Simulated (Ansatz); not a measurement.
**A constructed model of the (0001) surface of hcp Os, a pseudomorphic layer of Ta in the host's stacking (bottom of the slab: a bare face, its two planes held)**

Calculation: PBE (plane waves to 420 eV, PAW; Ansatz, a quantum-chemistry and plane-wave program).

Model: 7-atom slab, 13.7 Å thick at the start, 16x16x1 mesh, Fermi-Dirac 0.1 eV, dipole correction, 2 atoms held, the rest relaxed; held to the start's symmetry, so lower structures may exist; no spin, no spin-orbit, no U. It is one candidate, not shown to be the stable structure of the face.

```json
{
 "work_function_of_the_top_face": "5.18 eV",
 "energy_released_by_relaxation": "0.53 eV",
 "cost": "roughly 4 core-minutes"
}
```
